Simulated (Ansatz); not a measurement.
An Ansatz (a program for electronic structure) input (DFT with LDA, PAW potentials and a 420 eV plane-wave cutoff in Ansatz, without spin-orbit coupling):

Ansatz 0.2 input:
```yaml
crystal:
  lattice:
    - [0, 3.0243972796, 3.0243972796]
    - [3.0243972796, 0, 3.0243972796]
    - [3.0243972796, 3.0243972796, 0]
  atoms:
    - { symbol: Ga, position: [0, 0, 0] }
    - { symbol: Sb, position: [0.25, 0.25, 0.25] }
basis: { ecutwfc: 420, ecutrho_ratio: 4, xc_grid: 2, fft_grid_basis: typed }
kpoints: { mp_grid: { grid: [13, 13, 13] } }
hamiltonian:
  xc: lda
  dispersion: none
  pseudopotentials: { kind: paw }
scf: { occupations: { method: fermi_dirac, width: 0.05 }, convergence: { dr2_threshold: 0.0000000002 } }
output: { forces: true, stress: true }
checkpoint: { write: state.ck, write_every: 1000 }
```

**Question.** Which symmetry and how many k-points will the program report, and about how many plane waves at Γ?

**Answer.** Space group F-43m (ITA 216) with 24 operations, k-points 84 of 2197, and 1067 plane waves at Γ.

No phonon test of stability was made. The cell is GaSb in the zinc blende structure (space group F-43m, No. 216).
